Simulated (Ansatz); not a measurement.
## Input and output of a self-consistent single point for La₁₂InCo₆ (Im-3, 19 atoms in the cell) (Ansatz)

Method of the run: PBEsol, default PAW files made with PBE (plane waves; Ansatz, a first-principles code).

Input:

Ansatz 0.2 input:
```yaml
crystal:
  lattice:
    - [-5.021104, 5.021104, 5.021104]
    - [5.021104, -5.021104, 5.021104]
    - [5.021104, 5.021104, -5.021104]
  atoms:
    - { symbol: La, position_ang: [1.907819, 3.127545, 5.021104] }
    - { symbol: La, position_ang: [3.113285, 1.893559, -0.000000] }
    - { symbol: La, position_ang: [6.928923, 1.893559, 0.000000] }
    - { symbol: La, position_ang: [-1.907819, 3.127545, 5.021104] }
    - { symbol: La, position_ang: [5.021104, 1.907819, 3.127545] }
    - { symbol: La, position_ang: [0.000000, 3.113285, 1.893559] }
    - { symbol: La, position_ang: [0.000000, 6.928923, 1.893559] }
    - { symbol: La, position_ang: [5.021104, -1.907819, 3.127545] }
    - { symbol: La, position_ang: [3.127545, 5.021104, 1.907819] }
    - { symbol: La, position_ang: [1.893559, 0.000000, 3.113285] }
    - { symbol: La, position_ang: [1.893559, 0.000000, 6.928923] }
    - { symbol: La, position_ang: [3.127545, 5.021104, -1.907819] }
    - { symbol: In, position_ang: [0.000000, 0.000000, 0.000000] }
    - { symbol: Co, position_ang: [0.000000, 5.021104, 3.844760] }
    - { symbol: Co, position_ang: [5.021104, 0.000000, 1.176344] }
    - { symbol: Co, position_ang: [3.844760, -0.000000, 5.021104] }
    - { symbol: Co, position_ang: [1.176344, 5.021104, -0.000000] }
    - { symbol: Co, position_ang: [5.021104, 3.844760, -0.000000] }
    - { symbol: Co, position_ang: [-0.000000, 1.176344, 5.021104] }
kpoints:
  mp_grid: { grid: [3, 3, 3] }
hamiltonian:
  xc: pbesol
  pseudopotentials: { kind: paw }
scf:
  occupations: { method: fermi_dirac, width: 0.0073 Ry }
output:
  forces: true
  eigenvalues: true
  stress: true
```

Output (repeated stretches shortened):

```
WARN basis.ecutwfc = 420 eV, the default
WARN ansatz: RAYON_NUM_THREADS=1 ignored (pool sized by the plan → 1); use --threads N
Pseudopotentials: kind: paw
Pseudopotential: La, paw, valence charge 11
Pseudopotential: In, paw, valence charge 13
Pseudopotential: Co, paw, valence charge 17
Crystal: 19 atoms, lattice volume = 506.358 Å³
Basis set: ecut = 420 eV, 9909 PW (Γ), exchange–correlation on 120×120×120 points (8 copies of the dense FFT grid, shifted against one another)
Bands: 149, of which v1, the nominal top of the filled ones, is band 124 counted from 1 (123 counted from 0)
Symmetry: 24 space group operations
Space group: Im-3 (ITA 204), of the structure as read, at distance tolerance 8.0e-5 Å
k-points: 4 of 27
PAW frozen core: La, regenerated for the run's functional, and the local potential with it
PAW frozen core: In, regenerated for the run's functional, and the local potential with it
PAW frozen core: Co, regenerated for the run's functional, and the local potential with it
Initial density: superposition of atomic densities (neutral atoms: chi_scale 0, normalization atom), corrected by the library's trained network
Initial wavefunctions: pseudopotential atomic-orbital guess
Eigensolver: davidson
Functional: x = pbesol(κ = 0.804, μ = 0.12345679012345678), c = pbesol(β = 0.046)
SCF iter   1: F=—  HF=-110021.775847 eV  |F-HF|=—  |Δ(HF+E_count)|=         —  Δρ=2.22e-2  dr2=2.18e0  ethr=1.77e-3  ⟨swp⟩=6.5  Hψ=2865  notcnv=0
all-band conjugate gradients solve this SCF's bands
preconditioner: auto → Kerker (q_TF=auto, 2.421 Å⁻¹)
SCF iter   2: F=—  HF=-110021.679714 eV  |F-HF|=—  |Δ(HF+E_count)|=   9.61e-2  Δρ=5.39e-3  dr2=1.68e-1  ethr=8.81e-4  ⟨swp⟩=3.0  Hψ=760  notcnv=0
SCF iter   3: F=—  HF=-110021.666981 eV  |F-HF|=—  |Δ(HF+E_count)|=   1.27e-2  Δρ=1.38e-3  dr2=2.00e-2  ethr=6.78e-5  ⟨swp⟩=2.2  Hψ=963  notcnv=0
SCF iter   4: F=—  HF=-110021.664063 eV  |F-HF|=—  |Δ(HF+E_count)|=   2.92e-3  Δρ=6.97e-4  dr2=3.09e-3  ethr=8.10e-6  ⟨swp⟩=2.0  Hψ=777  notcnv=0
SCF iter   5: F=—  HF=-110021.663740 eV  |F-HF|=—  |Δ(HF+E_count)|=   3.22e-4  Δρ=1.40e-4  dr2=5.27e-5  ethr=1.25e-6  ⟨swp⟩=2.2  Hψ=871  notcnv=0
SCF iter   6: F=—  HF=-110021.664305 eV  |F-HF|=—  |Δ(HF+E_count)|=   5.65e-4  Δρ=6.69e-5  dr2=1.59e-5  ethr=2.14e-8  ⟨swp⟩=2.2  Hψ=1128  notcnv=0
SCF iter   7: F=—  HF=-110021.664305 eV  |F-HF|=—  |Δ(HF+E_count)|=   2.03e-7  Δρ=1.69e-5  dr2=9.68e-7  ethr=6.45e-9  ⟨swp⟩=2.0  Hψ=1060  notcnv=0
SCF iter   8: F=—  HF=-110021.664305 eV  |F-HF|=—  |Δ(HF+E_count)|=   1.97e-8  Δρ=8.29e-6  dr2=3.42e-7  ethr=4.05e-11  ⟨swp⟩=12.0  Hψ=3257  notcnv=0
SCF iter   9: F=-110021.664305 eV  HF=-110021.664305 eV  |F-HF|=3.26e-9  |Δ(HF+E_count)|=   2.59e-8  Δρ=1.04e-6  dr2=6.38e-9  ethr=4.05e-11  ⟨swp⟩=4.0  Hψ=2036  notcnv=0
SCF 1 converged in 9 iterations: F = -110021.664305 eV  dr2 = 6.38e-9
SCF converged after 9 iterations
Free energy (F): -110021.664305 eV
Harris-Foulkes:  -110021.664305 eV  (|F-HF|=3.26e-9)
Internal energy: -110021.064461 eV  (E = F + TS)
E sigma→0 (E₀):  -110021.364383 eV
Entropy (-TS):   -0.599843 eV (-31.571 meV/atom)
Fermi energy:    12.471235 eV
--- Per-component energies (eV) ---
  E_band       = -2339.472640
  E_kinetic    = 5325.854666
  E_local      = -33891.024436  (includes V_loc(G=0)·N_el)
  E_nonlocal   = 4291.636597
  E_hartree    = 14548.752162
  E_xc         = -2823.603729
  E_vxc        = -3098.620714  (∫ρ·V_xc dr)
  E_paw        = -76955.504676  (= ΣΔE_a)
  E_vpaw       = -4064.820670  (= ΣTr[D̂ρ^β])
  E_aug_tail   = 0.000361  (compensation charges beyond the density's cutoff)
  E_ewald      = -20520.575937
  E_core_change = 3.400531  (= ΣΔE_core)
  E_smearing   = -0.599843  (= −TS)
  E_closure    = -0.000000  (closes the sum)
  Σ components = -110021.664305   (vs F -110021.664305, Δ=0.00e0)
--- Forces (eV/Å), atoms counted from 1 ---
  atom   1  La    -0.14800362    -0.07503406     0.00000000
  atom   2  La     0.14800362     0.07503406     0.00000000
  atom   3  La    -0.14800362     0.07503406     0.00000000
  atom   4  La     0.14800362    -0.07503406    -0.00000000
  atom   5  La    -0.00000000    -0.14800362    -0.07503406
  atom   6  La     0.00000000     0.14800362     0.07503406
  atom   7  La    -0.00000000    -0.14800362     0.07503406
  atom   8  La     0.00000000     0.14800362    -0.07503406
  atom   9  La    -0.07503406     0.00000000    -0.14800362
  atom  10  La     0.07503406    -0.00000000     0.14800362
  atom  11  La     0.07503406     0.00000000    -0.14800362
  atom  12  La    -0.07503406     0.00000000     0.14800362
  atom  13  In    -0.00000000     0.00000000    -0.00000000
  atom  14  Co     0.00000000     0.00000000    -0.06416945
  atom  15  Co     0.00000000    -0.00000000     0.06416945
  atom  16  Co    -0.06416945     0.00000000     0.00000000
  atom  17  Co     0.06416945     0.00000000    -0.00000000
  atom  18  Co     0.00000000    -0.06416945     0.00000000
  atom  19  Co    -0.00000000     0.06416945    -0.00000000
  max |Σ_I F_I| component: 6.94e-17 eV/Å
--- Stress (GPa, compression-positive) ---
       -1.451241      -0.000000       0.000000
       -0.000000      -1.451241      -0.000000
       -0.000000       0.000000      -1.451241
  P = ⅓ Tr σ = -1.4512 GPa (-14.512 kbar)
  The stress holds the Pulay correction. Without it, at fixed plane waves, as pw.x and ABINIT print it: P = -1.4751 GPa
--- Band table (eV) ---
  k-point 0: bands = ["-81.5512", "-81.5512", "-81.5512", "-81.5319", "-81.5319", "-81.5319", "-45.1334", "-45.1334", "-45.1332", "-45.0061", "-45.0061", "-45.0061", "-44.9896", "-44.9896", "-44.9896", "-44.9758", "-44.9758", "-44.9758", "-44.9575", [...]
  k-point 1: bands = ["-81.5512", "-81.5512", "-81.5512", "-81.5319", "-81.5319", "-81.5319", "-45.1334", "-45.1334", "-45.1332", "-45.0061", "-45.0061", "-45.0061", "-44.9896", "-44.9896", "-44.9896", "-44.9758", "-44.9758", "-44.9758", "-44.9575", [...]
  k-point 2: bands = ["-81.5512", "-81.5512", "-81.5512", "-81.5319", "-81.5319", "-81.5319", "-45.1334", "-45.1333", "-45.1333", "-45.0061", "-45.0061", "-45.0061", "-44.9896", "-44.9896", "-44.9896", "-44.9758", "-44.9758", "-44.9758", "-44.9575", [...]
  k-point 3: bands = ["-81.5512", "-81.5512", "-81.5512", "-81.5319", "-81.5319", "-81.5319", "-45.1335", "-45.1333", "-45.1332", "-45.0061", "-45.0061", "-45.0061", "-44.9896", "-44.9896", "-44.9896", "-44.9758", "-44.9758", "-44.9758", "-44.9575", [...]
```

The run converged in 9 iterations.

The starting cell comes from a database of computed structures (which also holds hypothetical and non-ambient phases and stackings), without a prior relaxation at this level. Its lattice was rescaled by a random factor within 2.5 % of one. Spin polarisation is off. Ansatz's pressure includes its estimate of the finite-basis (Pulay) stress.

Cost on one core of a shared machine: roughly 30 s.
